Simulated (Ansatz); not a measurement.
Consider NaCl in the rock salt structure (space group Fm-3m, No. 225; a = 5.696 Å). Axes: x, y, z lie along the cube axes.

It is then changed as follows: a free-standing slab of 2 layers (4 atoms, 2 a layer) is cut normal to the z axis, with 15 Å of vacuum and the in-plane cell held at bulk.

All numbers come from PBE in Ansatz (plane waves to 420 eV, PAW, spin-orbit coupling left out), earlier PAW set.

Q: Give the band edges at the high-symmetry points of the new zone, measured from its valence-band maximum.

A: 
```csv
point,valence edge (eV),conduction edge (eV)
Γ,0.00,4.99
X,-0.08,7.38
M,-0.26,7.50
```

The gap is 4.99 eV, direct at Γ.

Whether these cells are dynamically stable was not tested. k-point labels follow each cell's own Brillouin zone.

Ansatz is an electronic-structure program.
